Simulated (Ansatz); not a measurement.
Consider a 32-atom cell of (Au,Pt) started in the face-centred cubic structure, site fractions Au 0.750, Pt 0.250, short-range order 0.00 among the nearest mixed sites of the first mixed sublattice (0 is random, a negative value favours unlike neighbours), space group P1 at the end. Its start:

```xyz
32
Lattice="0.0001 0.0002 8.2318 8.2311 0.0003 0.0001 0.0003 8.2314 0.0002" Properties=species:S:1:pos:R:3 pbc="T T T"
Au     4.1359     0.0011     0.0236
Au     6.1744     2.0583     0.0345
Pt     6.1751    -0.0015     2.0525
Au    -0.0177    -0.0288     0.0218
Au     2.0577     2.0900     0.0387
Au     4.1044     4.1167     0.0499
Au     6.1968     6.1752     0.0316
Au     2.0567    -0.0183     2.0382
Pt     4.1396     2.0786     2.0518
Pt     6.1930     4.1178     2.0363
Au     4.1512     0.0146     4.0910
Au     6.1617     2.0453     4.0776
Pt     6.1763    -0.0026     6.1790
Pt     0.0148     4.1542     0.0644
Pt     2.0150     6.1332     0.0501
Au    -0.0166     2.0844     2.0423
Pt     2.0393     4.1348     2.0215
Au     4.1199     6.1599     2.0427
Au    -0.0362    -0.0200     4.0905
Au     2.0760     2.0791     4.0679
Au     4.1183     4.1007     4.0517
Au     6.1912     6.1877     4.0754
Au     2.0559    -0.0221     6.1992
Au     4.1372     2.0396     6.1779
Au     6.1951     4.1177     6.1977
Pt    -0.0041     6.1405     2.0247
Au    -0.0031     4.1338     4.0609
Au     2.0379     6.1556     4.0740
Au    -0.0218     2.0555     6.1966
Au     2.0363     4.1359     6.2158
Au     4.1197     6.1928     6.1974
Au    -0.0029     6.1735     6.2078
```

The numbers are results of PBE (plane waves to 420 eV, PAW; Ansatz, a first-principles code), not measurements. Spin–orbit coupling is left out. Its k-point mesh 5×5×5, Fermi–Dirac width 0.05 eV.

Q: Predict the alloy's volume and bond lengths.

A: 
| Item | Value |
|---|---|
| volume per atom | 17.31 Å³ |
| Au–Au bonds (within 1.22 times the sum of covalent radii) | 2.914 Å on average, from 2.868 to 2.966 (108) |
| Au–Pt bonds (within 1.22 times the sum of covalent radii) | 2.898 Å on average, from 2.856 to 2.968 (72) |
| Pt–Pt bonds (within 1.22 times the sum of covalent radii) | 2.856 Å on average, from 2.791 to 2.924 (12) |
